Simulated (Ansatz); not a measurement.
Start from HfC in the rock salt structure (space group Fm-3m, No. 225; a = 4.6071 Å; relaxed with 0.1 eV smearing). Axes: x, y, z lie along the cube axes.

The values are results of PBEsol/PAW in Ansatz (a program for electronic structure), scalar-relativistic without spin-orbit coupling, not measurements.

For the base:

* **Shortest interatomic distance**: 2.304 Å

It is then changed as follows: compressive biaxial strain of 0.83 % in the plane normal to [111], as in epitaxy on a mismatched substrate; the out-of-plane cell vector and the atoms relax.

Task: Estimate the effect on the shortest interatomic distance, out-of-plane strain and energy relative to the base.

Result: The shortest interatomic distance shrinks by 0.0092 Å (2.304 Å → 2.294 Å); the out-of-plane strain comes out as +0.46 %; the energy rises by 2.9 meV/atom.

No phonon test of stability was made. All final runs are without spin polarisation.
